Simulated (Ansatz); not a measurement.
The parent structure is Os in the hcp (Mg type) structure (space group P6_3/mmc, No. 194; a = 2.7543 Å, c = 4.3474 Å; relaxed with 0.1 eV smearing). Axes: x lies along a and z along c of the hexagonal cell.

Method: PBE (Ansatz, a first-principles code; PAW; 420 eV plane waves; no SOC).

Before the change:

The shortest interatomic distance comes out as 2.693 Å.

Now apply this change: uniaxial strain ε_zz = −2.00 %, all other strain components held at zero, atoms relaxed at fixed cell.

### Question
Predict the new shortest interatomic distance and stress.

### Answer
The shortest interatomic distance shrinks by 0.035 Å to 2.658 Å; the stress (xx, yy, zz, yz, xz, xy; compression positive) amounts to (4.8, 4.8, 17.6, 0.0, 0.0, 0.0) GPa.

Whether these cells are dynamically stable was not tested. All final runs are without spin polarisation.
